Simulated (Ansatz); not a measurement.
The parent structure is ScOF (space group P2_1/c, No. 14; a cell from a computed database, its experimental status unchecked).

```
ScOF
1.0
    5.15364     0.00000     0.00000
    0.00000     5.12455     0.00000
   -0.90424     0.00000     5.13421
Sc O F
4 4 4
Direct
  0.69171   0.47202   0.28804
  0.30829   0.52798   0.71196
  0.30829   0.97202   0.21196
  0.69171   0.02798   0.78804
  0.54371   0.74618   0.01194
  0.45629   0.25382   0.98806
  0.45629   0.24618   0.48806
  0.54371   0.75382   0.51194
  0.94275   0.32725   0.65905
  0.05725   0.67275   0.34095
  0.05725   0.82725   0.84095
  0.94275   0.17275   0.15905
```

Cartesian axes are those of the cell as printed.

Level of theory: plane-wave PAW DFT at the PBEsol level (Ansatz, a first-principles code, 420 eV), no SOC.

Before the change:

* **Band gap**: 4.56 eV
* **Smallest direct gap**: 4.69 eV

Perturbation: strain tensor (xx, yy, zz, yz, xz, xy) = (+0.92, +1.54, +0.80, −0.10, −0.81, −0.06) %, atoms relaxed at fixed cell.

**Question.** How does this affect the band gap, smallest direct gap, energy relative to the base, stress and largest internal atomic displacement?

**Answer.** The band gap drops by 0.08 eV (4.56 eV → 4.48 eV); the smallest direct gap shrinks by 0.07 eV, from 4.69 eV to 4.62 eV; the energy rises by 6.1 meV/atom; the stress (xx, yy, zz, yz, xz, xy; compression positive) is (-3.49, -5.68, -4.43, 0.11, 0.55, 0.05) GPa; the largest internal atomic displacement amounts to 0.017 Å.

Whether these cells are dynamically stable was not tested. All final runs are without spin polarisation.
